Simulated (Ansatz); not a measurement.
The parent structure is ZnCu2SnSe4 (space group I-42m, No. 121; a = 5.690 Å, c = 11.416 Å).

Level of theory: Ansatz (an electronic-structure program) r2SCAN, no spin-orbit coupling, earlier PAW set.

One change was made to it. Results:

| quantity | base | after |
|---|---|---|
| c/a ratio | 2.006 | 2.056 |
| volume per atom | 23.10 Å³ | 16.37 Å³ |

Name the change that was made.
(A) pressure 100 GPa
(B) pressure 50 GPa
(C) pressure 7 GPa
(D) pressure −1 GPa

B, pressure 50 GPa. For comparison, the volume per atom in the other runs: pressure 7 GPa gives 21.15 Å³; pressure 100 GPa gives 13.93 Å³; pressure −1 GPa gives 23.47 Å³.

A case with no gap was solved on a k-mesh chosen for an insulator, which is coarse for it. From pressure 100 GPa on, the axis ratios lie over 15 % from the base's, so the cell there is far from its starting form. Load acts through the strain it causes; cell and atoms are relaxed under it. Stability against distortions was not tested. No other phases were tried under pressure. The final runs are not spin-polarised.
